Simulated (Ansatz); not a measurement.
We consider fluorite CoSi2, described by BLYP (Ansatz, a quantum-chemistry and plane-wave program, PAW).

Numerical settings: plane-wave cutoff 520 eV, 22×22×22 k mesh, Fermi–Dirac smearing 0.061 eV (set by the program), no spin polarisation, scalar-relativistic PAW data made under PBE.

Computed at the level's own relaxed cell.

Hill averages of the elastic tensor: K = 147.4 GPa, G = 57.0 GPa. Volume 13.383 Å³/atom, mean atomic mass 38.368 u.

Task: Work out the density, the sound velocities of a polycrystal and the elastic Debye temperature at this level.

Result: ρ = 1.66054 × 38.368/13.383 = 4.761 g/cm³. v_l = √[(K + 4G/3)/ρ] = 6.850 km/s and v_t = √(G/ρ) = 3.460 km/s. The mean follows from 3/v_m³ = 1/v_l³ + 2/v_t³: v_m = 3.879 km/s. Θ_D = (ħ/k_B) v_m (6π²/V)^(1/3) = 76.38 K Å s/km × 3.879 × 1.6417 Å⁻¹ = 486 K, counting all atoms of the cell.
